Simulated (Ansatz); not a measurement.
Take CdGeAs2 in the chalcopyrite structure (space group I-42d, No. 122) as the base.

```xyz
8
Lattice="-3.0237 3.0237 5.7449 3.0237 -3.0237 5.7449 3.0237 3.0237 -5.7449" Properties=species:S:1:pos:R:3 pbc="T T T"
Cd     0.0000     3.0237     2.8724
Cd     0.0000     0.0000     0.0000
Ge     3.0237     0.0000     2.8724
Ge     0.0000     0.0000     5.7449
As     1.5118     1.6734    -1.4362
As     1.5118     1.3502     4.3086
As     4.3739     1.5118     1.4362
As    -1.3502     1.5118     7.1811
```

Cartesian axes are those of the cell as printed.

Computed with PBE, PAW, 420 eV (Ansatz, an electronic-structure program; without spin-orbit coupling).

Strains are applied to the cell and any free atomic positions relax; under biaxial strain the out-of-plane vector relaxes too; under stress the whole cell relaxes.

One change was made to it. Results:

The energy rises by 9.5 meV/atom; the shortest interatomic distance shrinks by 0.016 Å to 2.468 Å.

**Question.** Name the change that was made.
A. uniaxial stress, 2 GPa compression along z
B. biaxial strain −1.98 %, plane normal [001], relaxed out of plane
C. biaxial strain −2.91 %, plane normal [001], relaxed out of plane

**Answer.** A, uniaxial stress, 2 GPa compression along z. For comparison, the energy relative to the base in the other runs: biaxial strain −1.98 %, plane normal [001], relaxed out of plane gives +4.8 meV/atom; biaxial strain −2.91 %, plane normal [001], relaxed out of plane gives +11 meV/atom.

A case with no gap was solved on a k-mesh chosen for an insulator, which is coarse for it. Beyond what the load breaks, stability against distortions was not tested. All final runs are without spin polarisation.
